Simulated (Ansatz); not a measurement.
System: LuAlN2 (model structure, started from the LiGaO2 type, Pna2₁, No. 33, 16 atoms in the cell). Method: LDA in Ansatz (plane waves, PAW).

The input as run:

Ansatz 0.2 input:
```yaml
crystal:
  lattice:
    - [5.8665803487, 0.0, 0.0]
    - [0.0, 6.9154483823, 0.0]
    - [0.0, 0.0, 5.1334795683]
  atoms:
    - { symbol: Lu, position: [0.5985443861, 0.877089524, 0.9845081728] }
    - { symbol: Lu, position: [0.4014556139, 0.122910476, 0.4845081728] }
    - { symbol: Lu, position: [0.9014556139, 0.377089524, 0.4845081728] }
    - { symbol: Lu, position: [0.0985443861, 0.622910476, 0.9845081728] }
    - { symbol: Al, position: [0.5730492284, 0.373414838, 0.0013637318] }
    - { symbol: Al, position: [0.4269507716, 0.626585162, 0.5013637318] }
    - { symbol: Al, position: [0.9269507716, 0.873414838, 0.5013637318] }
    - { symbol: Al, position: [0.0730492284, 0.126585162, 0.0013637318] }
    - { symbol: N, position: [0.0498886507, 0.104187186, 0.367739227] }
    - { symbol: N, position: [0.9501113493, 0.895812814, 0.867739227] }
    - { symbol: N, position: [0.4501113493, 0.604187186, 0.867739227] }
    - { symbol: N, position: [0.5498886507, 0.395812814, 0.367739227] }
    - { symbol: N, position: [0.3953307654, 0.1459995907, 0.9195888684] }
    - { symbol: N, position: [0.6046692346, 0.8540004093, 0.4195888684] }
    - { symbol: N, position: [0.1046692346, 0.6459995907, 0.4195888684] }
    - { symbol: N, position: [0.8953307654, 0.3540004093, 0.9195888684] }
basis:
  ecutwfc: 520
  ecutrho_ratio: 4
  xc_grid: 2
kpoints:
  mp_grid: { grid: [6, 6, 8] }
  band_path:
    path:
      - [0.0, 0.0, 0.0]
      - [0.125, 0.0, 0.0]
      - [0.25, 0.0, 0.0]
      - [0.375, 0.0, 0.0]
      - [0.5, 0.0, 0.0]
      - [0.5, 0.125, 0.0]
      - [0.5, 0.25, 0.0]
      - [0.5, 0.375, 0.0]
      - [0.5, 0.5, 0.0]
      - [0.375, 0.5, 0.0]
      - [0.25, 0.5, 0.0]
      - [0.125, 0.5, 0.0]
      - [0.0, 0.5, 0.0]
      - [0.0, 0.375, 0.0]
      - [0.0, 0.25, 0.0]
      - [0.0, 0.125, 0.0]
      - [0.0, 0.0, 0.1]
      - [0.0, 0.0, 0.2]
      - [0.0, 0.0, 0.3]
      - [0.0, 0.0, 0.4]
      - [0.0, 0.0, 0.5]
      - [0.125, 0.0, 0.5]
      - [0.25, 0.0, 0.5]
      - [0.375, 0.0, 0.5]
      - [0.5, 0.0, 0.5]
      - [0.5, 0.125, 0.5]
      - [0.5, 0.25, 0.5]
      - [0.5, 0.375, 0.5]
      - [0.5, 0.5, 0.5]
      - [0.375, 0.5, 0.5]
      - [0.25, 0.5, 0.5]
      - [0.125, 0.5, 0.5]
      - [0.0, 0.5, 0.5]
      - [0.0, 0.375, 0.5]
      - [0.0, 0.25, 0.5]
      - [0.0, 0.125, 0.5]
      - [0.5, 0.0, 0.1]
      - [0.5, 0.0, 0.2]
      - [0.5, 0.0, 0.3]
      - [0.5, 0.0, 0.4]
      - [0.0, 0.5, 0.1]
      - [0.0, 0.5, 0.2]
      - [0.0, 0.5, 0.3]
      - [0.0, 0.5, 0.4]
      - [0.5, 0.5, 0.1]
      - [0.5, 0.5, 0.2]
      - [0.5, 0.5, 0.3]
      - [0.5, 0.5, 0.4]
    npoints: 1
hamiltonian:
  xc: lda
  dispersion: none
  pseudopotentials: { kind: paw }
scf:
  occupations: { method: fermi_dirac, width: 0.01 }
  convergence: { dr2_threshold: 0.0000000016 }
output:
  forces: true
  stress: true
  eigenvalues: true
  write_bands: true
```

**Question.** How many irreducible k-points, plane waves at Γ does the program set up, and what pressure does the run end with?

**Answer.** 80 irreducible k-points, 5599 plane waves at Γ; P = -4.50 GPa, so the cell is stretched on average and its volume would shrink at this level.

The run printed, among other lines:

```
Crystal: 16 atoms, lattice volume = 208.265 Å³
Basis set: ecut = 520 eV, 5599 PW (Γ), exchange–correlation on 90×108×80 points (8 copies of the dense FFT grid, shifted against one another)
Bands: 92, of which v1, the nominal top of the filled ones, is band 76 counted from 1 (75 counted from 0)
Symmetry: 4 space group operations
Space group: Pna21 (ITA 33), of the structure as read, at distance tolerance 5.9e-5 Å
k-points: 80 of 288 (time reversal used)
Functional: x = slater, c = lda
SCF iter   1: F=—  HF=-63039.795302 eV  |F-HF|=—  |Δ(HF+E_count)|=         —  Δρ=1.07e-2  dr2=2.78e-1
SCF iter   2: F=—  HF=-63039.730722 eV  |F-HF|=—  |Δ(HF+E_count)|=   6.46e-2  Δρ=3.73e-3  dr2=1.68e-2
  ...
SCF iter  10: F=—  HF=-63039.724566 eV  |F-HF|=—  |Δ(HF+E_count)|=   6.97e-9  Δρ=1.02e-6  dr2=1.92e-9
SCF iter  11: F=-63039.724566 eV  HF=-63039.724566 eV  |F-HF|=1.96e-10  |Δ(HF+E_count)|=  2.62e-10  Δρ=2.61e-7  dr2=1.25e-10
SCF 1 converged in 11 iterations: F = -63039.724566 eV  dr2 = 1.25e-10
SCF converged after 11 iterations
Free energy (F): -63039.724566 eV
Internal energy: -63039.724566 eV  (E = F + TS)
E sigma→0 (E₀):  -63039.724566 eV
Fermi energy:    11.949529 eV
--- Forces (eV/Å), atoms counted from 1 ---
  atom   1  Lu     0.01009653    -0.02362730     0.00727521
  atom   2  Lu    -0.01009653     0.02362730     0.00727521
  atom   3  Lu    -0.01009653    -0.02362730     0.00727521
  atom   4  Lu     0.01009653     0.02362730     0.00727521
  atom   5  Al    -0.01047972     0.02228137     0.04787367
  atom   6  Al     0.01047972    -0.02228137     0.04787367
  atom   7  Al     0.01047972     0.02228137     0.04787367
  atom   8  Al    -0.01047972    -0.02228137     0.04787367
  atom   9  N      0.04409343     0.01788871    -0.01401643
  atom  10  N     -0.04409343    -0.01788871    -0.01401643
  atom  11  N     -0.04409343     0.01788871    -0.01401643
  atom  12  N      0.04409343    -0.01788871    -0.01401643
  atom  13  N      0.01595259    -0.01482990    -0.04112866
  atom  14  N     -0.01595259     0.01482990    -0.04112866
  atom  15  N     -0.01595259    -0.01482990    -0.04112866
  atom  16  N      0.01595259     0.01482990    -0.04112866
--- Stress (GPa, compression-positive) ---
       -4.521107       0.000000       0.000000
        0.000000      -4.581765       0.000000
        0.000000       0.000000      -4.382709
  P = ⅓ Tr σ = -4.4952 GPa (-44.952 kbar)
```

The PAW data were made under PBE.

Note: the relaxation could raise the start's symmetry but not lower it, so the cell can be a saddle point. Note: cell and atoms aren't relaxed at this level (largest force component 0.05 eV/Å, pressure -4.5 GPa).

A model structure was made by putting elements into a prototype or built by hand; it is no filed structure, need not be a known phase, and can be a saddle point held by its symmetry.

Ansatz is a first-principles code.
